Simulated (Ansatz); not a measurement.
The starting structures come from a database of crystals and need not be the phases stable at ambient conditions.

# Evanescent states of K2MgH4 (I4/mmm, not sure to be the ambient phase, 7 atoms a cell, 15.0 Å³ an atom) along the normal of (100)

Computed with r2SCAN (plane waves, PAW; Ansatz, a first-principles code).

The gap is the functional's own. No spin-orbit coupling. Mid-gap values are interpolated on the energy grid.

Energies count from the valence-band top; κ is the least over a 8×4 mesh across the current.

| E (eV) | κ (1/Å) | where |
|---|---|---|
| 0.10 | 0.136 | Γ |
| 0.30 | 0.232 | Γ |
| 0.50 | 0.292 | Γ |
| 0.70 | 0.340 | Γ |
| 0.90 | 0.382 | Γ |
| 1.10 | (withheld) | Γ |
| 1.30 | (withheld) | Γ |
| 1.50 | (withheld) | Γ |
| 1.70 | (withheld) | Γ |
| 1.90 | (withheld) | Γ |
| 2.10 | (withheld) | Γ |
| 2.30 | (withheld) | Γ |
| 2.50 | (withheld) | off Γ |
| 2.70 | (withheld) | off Γ |
| 2.90 | (withheld) | off Γ |
| 3.10 | (withheld) | off Γ |
| 3.30 | 0.297 | off Γ |
| 3.50 | 0.264 | off Γ |
| 3.70 | 0.222 | off Γ |
| 3.90 | 0.167 | off Γ |
| 4.10 | 0.071 | off Γ |

Problem. Fill in the missing entries.

Solution. 
- 1.10, κ (1/Å): 0.419
- 1.30, κ (1/Å): 0.433
- 1.50, κ (1/Å): 0.432
- 1.70, κ (1/Å): 0.428
- 1.90, κ (1/Å): 0.422
- 2.10, κ (1/Å): 0.414
- 2.30, κ (1/Å): 0.404
- 2.50, κ (1/Å): 0.389
- 2.70, κ (1/Å): 0.371
- 2.90, κ (1/Å): 0.350
- 3.10, κ (1/Å): 0.326
